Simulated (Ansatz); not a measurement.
Ansatz (a quantum-chemistry and plane-wave program) run on CdF₂ (Fm-3m, 3 atoms in the cell): self-consistent single point.

Level of theory: PBE with spin-orbit coupling (plane waves, PAW; Ansatz).

```xyz
3
Lattice="0.0000 2.7059 2.7059 2.7059 0.0000 2.7059 2.7059 2.7059 0.0000" Properties=species:S:1:pos:R:3 pbc="T T T"
Cd     0.0000     0.0000     0.0000
F      1.3530     1.3530     1.3530
F      4.0589     4.0589     4.0589
```

Reference input (self-consistent single point, DFT, PBE, plane waves, default PAW files): kpoints.mp_grid.grid = 7 7 7; hamiltonian.xc = pbe; hamiltonian.pseudopotentials = {kind: paw} (the program's default PAW files); scf.occupations.method = fermi_dirac; scf.occupations.width = 0.05 eV. This run's input differs from it in these lines:

Ansatz 0.2 input:
```diff
@@ -14,2 +14,5 @@
   pseudopotentials: { kind: paw }
+magnetization:
+  noncollinear: true
+  spin_orbit: true
 scf:
```

Log, with long lists cut:

```
SCF iter   1: F=—  HF=-9880.177903 eV  |F-HF|=—  |Δ(HF+E_count)|=         —  Δρ=2.17e-1  dr2=1.61e1  dr2_m=0.00e0 (ungated)  ethr=3.10e-3  |M|=0.00e0 ∫|m|=0.00e0 μB  |m|>n=0.0e0 m-floor=0.0e0 τ_xc=0.0e0  β_m=0.30  ⟨swp⟩=8.0  Hψ=2123  notcnv=0  defer=8
all-band conjugate gradients solve this SCF's bands
preconditioner: auto → none
   [... lines left out ...]
SCF iter   7: F=—  HF=-9874.836607 eV  |F-HF|=—  |Δ(HF+E_count)|=   2.19e-6  Δρ=1.28e-5  dr2=3.64e-8  dr2_m=0.00e0 (ungated)  ethr=2.94e-10  |M|=0.00e0 ∫|m|=0.00e0 μB  |m|>n=0.0e0 m-floor=0.0e0 τ_xc=0.0e0  β_m=0.89  ⟨swp⟩=8.9  Hψ=2147  notcnv=0
SCF iter   8: F=-9874.836607 eV  HF=-9874.836607 eV  |F-HF|=1.69e-10  |Δ(HF+E_count)|=   9.28e-9  Δρ=7.58e-7  dr2=2.70e-10  dr2_m=0.00e0 (ungated)  ethr=1.07e-10  |M|=0.00e0 ∫|m|=0.00e0 μB  |m|>n=0.0e0 m-floor=0.0e0 τ_xc=0.0e0  ⟨swp⟩=2.2  Hψ=1383  notcnv=0
SCF 1 converged in 8 iterations: F = -9874.836607 eV  dr2 = 2.70e-10
Magnetization: |M| = 0.0000 μB,  M = (+0.0000, +0.0000, +0.0000) μB
Absolute magnetization: 0.0000 μB (∫|m|)
  site 0: m = (+0.0000, +0.0000, +0.0000) μB, |m| = 0.0000 μB  (R = 0.97 Å)
  site 1: m = (+0.0000, +0.0000, +0.0000) μB, |m| = 0.0000 μB  (R = 0.97 Å)
  site 2: m = (+0.0000, +0.0000, +0.0000) μB, |m| = 0.0000 μB  (R = 0.97 Å)
Free energy (F): -9874.836607 eV
Internal energy: -9874.836607 eV  (E = F + TS)
E sigma→0 (E₀):  -9874.836607 eV
Fermi energy:    7.847366 eV
--- Forces (eV/Å), atoms counted from 1 ---
  atom   1  Cd     0.00000000    -0.00000000    -0.00000000
   [... zero for the other atoms too ...]
--- Stress (GPa, compression-positive) ---
        3.912386       0.000000      -0.000000
        0.000000       3.912386      -0.000000
        0.000000       0.000000       3.912386
  P = ⅓ Tr σ = 3.9124 GPa (39.124 kbar)
  The stress holds the Pulay correction. Without it, at fixed plane waves, as pw.x and ABINIT print it: P = 3.2554 GPa
```

The run converged in 8 iterations. Against the reference run the pressure hardly changes (3.93 to 3.91 GPa) and the gap on the mesh moves little (3.111 to 3.107 eV).

The starting cell comes from a database of computed structures (which also holds hypothetical and non-ambient phases and stackings), without a prior relaxation at this level. Its lattice was rescaled by a random factor within 2.5 % of one. With a pressure of about 4 GPa the cell is away from its equilibrium volume at this level. Ansatz's pressure includes its estimate of the finite-basis (Pulay) stress. Without the estimate this run gives 3.26 GPa.
